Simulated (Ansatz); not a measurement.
ZnS (zinc blende start, 64-atom cell) (held in this type by symmetry, stable or not), space group F-43m.

```
ZnS
1.0
   10.89201     0.00000     0.00000
    0.00000    10.89201     0.00000
    0.00000     0.00000    10.89201
Zn S
32 32
Cartesian
  5.44600   0.00000   0.00000
  8.16900   2.72300   0.00000
  8.16900   0.00000   2.72300
  0.00000   0.00000   0.00000
  2.72300   2.72300   0.00000
  5.44600   5.44600   0.00000
  8.16900   8.16900   0.00000
  2.72300   0.00000   2.72300
  5.44600   2.72300   2.72300
  8.16900   5.44600   2.72300
  5.44600   0.00000   5.44600
  8.16900   2.72300   5.44600
  8.16900   0.00000   8.16900
  0.00000   5.44600   0.00000
  2.72300   8.16900   0.00000
  0.00000   2.72300   2.72300
  2.72300   5.44600   2.72300
  5.44600   8.16900   2.72300
  0.00000   0.00000   5.44600
  2.72300   2.72300   5.44600
  5.44600   5.44600   5.44600
  8.16900   8.16900   5.44600
  2.72300   0.00000   8.16900
  5.44600   2.72300   8.16900
  8.16900   5.44600   8.16900
  0.00000   8.16900   2.72300
  0.00000   5.44600   5.44600
  2.72300   8.16900   5.44600
  0.00000   2.72300   8.16900
  2.72300   5.44600   8.16900
  5.44600   8.16900   8.16900
  0.00000   8.16900   8.16900
  6.80750   1.36150   1.36150
  9.53050   4.08450   1.36150
  9.53050   1.36150   4.08450
  1.36150   1.36150   1.36150
  4.08450   4.08450   1.36150
  6.80750   6.80750   1.36150
  9.53050   9.53050   1.36150
  4.08450   1.36150   4.08450
  6.80750   4.08450   4.08450
  9.53050   6.80750   4.08450
  6.80750   1.36150   6.80750
  9.53050   4.08450   6.80750
  9.53050   1.36150   9.53050
  1.36150   6.80750   1.36150
  4.08450   9.53050   1.36150
  1.36150   4.08450   4.08450
  4.08450   6.80750   4.08450
  6.80750   9.53050   4.08450
  1.36150   1.36150   6.80750
  4.08450   4.08450   6.80750
  6.80750   6.80750   6.80750
  9.53050   9.53050   6.80750
  4.08450   1.36150   9.53050
  6.80750   4.08450   9.53050
  9.53050   6.80750   9.53050
  1.36150   9.53050   4.08450
  1.36150   6.80750   6.80750
  4.08450   9.53050   6.80750
  1.36150   4.08450   9.53050
  4.08450   6.80750   9.53050
  6.80750   9.53050   9.53050
  1.36150   9.53050   9.53050
```

All values below come from PBE (plane waves to 420 eV, PAW; Ansatz, an electronic-structure program). No spin–orbit coupling; PBE gaps are too small against experiment. Its k-point mesh 2×2×2 shifted by 0.5, 0.5, 0.5, Fermi–Dirac width 0.01 eV.

Task: List the levels next to the gap at Γ of this cell's own (folded) zone, from the top of the valence band (the table ends after a fixed count of bands, which can cut a degenerate set).

Result: 
```
band  E − E_v (eV)
----  ------------
v4          -0.833
v3           0.000
v2           0.000
v1           0.000
c1           2.009
c2           3.259
c3           3.259
c4           3.259
```
